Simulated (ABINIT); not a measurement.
## Equation of state of rock-salt BaTe (space group 225): energy against volume (ABINIT, PBEsol)

```
BaTe
1.0
    0.00000     3.39838     3.39838
    3.39838     0.00000     3.39838
    3.39838     3.39838     0.00000
Ba Te
1 1
Direct
  0.00000   0.00000   0.00000
  0.50000   0.50000   0.50000
```

Level of theory: PBEsol, norm-conserving pseudopotentials (PseudoDojo nc-sr-04 PBEsol standard) (plane waves; ABINIT). Settings: pseudos = [Ba.upf, Te.upf]; ecut = 1442 eV; occopt = 3; tsmear = 0.01 eV; ngkpt = 8 8 8; nshiftk = 1; shiftk = 0 0 0; potentials = PseudoDojo nc-sr-04 PBEsol standard; nband = 18; kptopt = 1; nstep = 50; tolvrs = 1e-12. The cell above is the first row's. The rows scale it uniformly. In all rows fractional positions and the k mesh are held. E is the free energy at the stated smearing, counted from the lowest row.

| V (Å^3/atom) | E (meV/atom) |
|---|---|
| 39.248 | 16.92 |
| 40.101 | 7.09 |
| 40.954 | 1.61 |
| 41.807 | 0.00 |
| 42.661 | 1.87 |
| 43.514 | 6.85 |
| 44.367 | 14.61 |
| 45.220 | 24.86 |
| 46.073 | ? |

Question: Using the third-order Birch-Murnaghan form, a cubic in V^(-2/3), estimate the missing E at V = 46.073 from the other rows, showing the fit.

Answer: With u = V^(-2/3) - 0.0826, the rows have u = 0.0039875, 0.0027552, 0.0015658, 0.0004171, -0.0006946, -0.0017685, -0.0028079, -0.0038145. Least squares gives E = 0.309 - 1307.2·u + 1358218·u² + 3571120·u³. Residuals (row less fit): 0.001, -0.002, 0.004, 0.000, -0.001, 0.001, 0.001, 0.000; standard error 0.003 (degrees of freedom: 4). Its minimum lies at u = 0.0004803, so V0 = (0.0830803)^(-3/2) = 41.76. There d²E/du² = 2727000 and d³E/du³ = 2.143e7, so B0 = (4/9) × 41.76^(-7/3) × 2727000 × 0.160218 = 32.1 GPa (the last factor turns the table's units into GPa), and B0' = 4 + (2/3) × 0.0830803 × (2.143e7)/2727000 = 4.4. The program's pressures in the fitted runs (not shown) pass through zero at V = 41.75, 0.03 % from this V0. At the withheld row, u = -0.0047900, so E = 0.309 - 1307.2 × (-0.0047900) + 1358218 × (-0.0047900)² + 3571120 × (-0.0047900)³ = 37.341 meV/atom. The calculation gives 37.35 meV/atom, 0.009 meV/atom above the prediction (under 0.05 % of the range of E in the table). The row lies outside the fitted rows, so this is an extrapolation. From the scatter of the fitted rows alone, a prediction at this place has a standard error of 0.006 meV/atom, so the miss is 1.4 times that.

Carrying the step between the two nearest rows on in a straight line would have given 35.11, off by 2.24; series whose last step already gives the withheld value aren't shown. The scan was laid around a cell of about the measured size, scaled by a guess for this functional. The runs keep the symmetry of the cell, so they don't test it for distortions. The PBEsol files for Ba and Te were generated anew from PseudoDojo's inputs, some of which were changed. Spin-orbit coupling is off. Cutoffs and mesh are single choices, not tested for convergence of this quantity. Series with a scatter that would blur these digits, or in which a gap closes, are not shown. Nor are scans whose minimum lies at an end fitted in this form.
